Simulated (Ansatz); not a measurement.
Start from CsSrF3 in the cubic perovskite structure (space group Pm-3m, No. 221; a cell from a computed database, its experimental status unchecked).

```
CsSrF3
1.0
    4.73737     0.00000     0.00000
    0.00000     4.73737     0.00000
    0.00000     0.00000     4.73737
Cs Sr F
1 1 3
Direct
  0.00000   0.00000   0.00000
  0.50000   0.50000   0.50000
  0.00000   0.50000   0.50000
  0.50000   0.00000   0.50000
  0.50000   0.50000   0.00000
```

Cartesian axes are those of the cell as printed.

All numbers come from PBEsol in Ansatz (plane waves to 420 eV, PAW, without spin-orbit coupling), earlier PAW set.

For the base:

* **Gap character**: direct at Γ
* **Valence-band top at Γ**: 0.00, 0.00, 0.00 eV

Now apply this change: uniaxial strain ε_yy = +1.00 %, all other strain components held at zero; the atoms relax in the strained cell.

Task: What happens to the gap character?

Result: The gap character remains direct at Γ.

Task: Estimate the effect on the valence-band top at Γ.

Result: The valence-band top at Γ (three highest levels, from the VBM) becomes 0.00, 0.00, -0.01 eV (base: 0.00, 0.00, 0.00 eV).

Task: Predict the new energy relative to the base.

Result: The energy increases by 0.6 meV/atom.

No phonon test of stability was made. Many cubic perovskites are stable only at high temperature; tilts and polar distortions were not tested. Labels are those of the standard path for the cell's own space group.

Ansatz is a quantum-chemistry and plane-wave program.
